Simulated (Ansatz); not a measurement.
## Carrier properties of InSe (R3m)

Data:

```yaml
crystal:
  lattice:
    - [1.98054, 1.14346, 8.06147]
    - [-1.98054, 1.14346, 8.06147]
    - [0.00000, -2.28692, 8.06147]
  atoms:
    - { symbol: In, position: [0.11295, 0.11295, 0.11295] }
    - { symbol: In, position: [0.99929, 0.99929, 0.99929] }
    - { symbol: Se, position: [0.61264, 0.61264, 0.61264] }
    - { symbol: Se, position: [0.83282, 0.83282, 0.83282] }
```

Computed with PBEsol+D3BJ, rigid bands (plane waves, PAW, scalar-relativistic; Ansatz, a quantum-chemistry and plane-wave program). How the cell was made: cell and atoms relaxed with PBEsol+d3bj.

```yaml
band_gap: 0.34 eV
electron conductivity mass (300 K, dilute): 0.118 (x), 0.118 (y), 0.045 (z) mₑ
effective density of states N_c (300 K): 5.9e17 cm⁻³
density_of_states_mass_electrons: 0.082 mₑ
Seebeck coefficient, n-type 1e19 cm⁻³, 300 K: -58 μV/K
best n-type power factor at 300 K for τ = 10 fs (best axis; densities from 1e16 to 1e21 cm⁻³ tried, whether or not they can be reached): 13.4 μW/(cm·K²) at 3e20 cm⁻³
```

Rigid bands; masses and Seebeck coefficients take one relaxation time τ for all states and one kind of carrier; polarons and phonon drag are left out. Spin-orbit coupling is left out. Geometry: cell and atoms relaxed with PBEsol+D3(BJ).

Formula and space group known from diffraction (Crystallography Open Database), not checked to be the room-temperature form: InSe (R3m).
